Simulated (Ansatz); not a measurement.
This concerns the reaction energy. Reaction: CH4 (gas) + O2 (gas) → C (graphite) + 2 H2O (gas). The sign is products less reactants.

C (graphite, P6₃/mmc), 4 atoms in the cell, k-point mesh 18×18×6 on the run's own vectors. Conventional cell: a = b = 2.4650 Å, c = 6.7411 Å, α = β = 90.00°, γ = 120.00°.

An isolated H2O molecule (singlet) in a box of 11 × 13 × 13 Å.

An isolated CH4 molecule (singlet) in a box of 12 × 12 × 13 Å.

An isolated O2 molecule (triplet) in a box of 11 × 11 × 13 Å.

Computed with Ansatz (plane waves, PAW), its PAW set soft_1, cutoff 420 eV, 500 eV for r2SCAN. The structures are at rest with PBE+D3(BJ); other levels are single points on them. HSE06 runs on coarser k-point meshes, mended by the PBE difference between the two meshes. Some cells are metallic or hold partly filled levels, where a hybrid on a coarse mesh is less sure. Neutral cells; Fermi-Dirac smearing of at most 0.05 eV in the solids, energies taken to zero width. The lattices are those relaxed with PBE+D3(BJ), so at other levels the solids can be strained, which adds to the spread. A dispersion term (D3(BJ), or D4 for r2SCAN) was computed beside these levels and is taken off wherever the name lacks it. Space groups of crystals are read within 0.01 Å. No zero-point or thermal terms. The structures are the rest points that the relaxations reached, not proven lowest.

Question: What value does PBE+D3(BJ) give?

Answer: -3.86 eV, for CH4 (gas) + O2 (gas) → C (graphite) + 2 H2O (gas).

Question: How does the value move with the functional?

Answer: 
```csv
Method,value (eV),less PBE+D3(BJ)
PBE,-3.72,0.14
r2SCAN,-3.74,0.12
HSE06,-3.86,0.00
```

The levels shown span 0.14 eV, from PBE+D3(BJ) (-3.86) to PBE (-3.72).

Ansatz is a program for electronic structure.
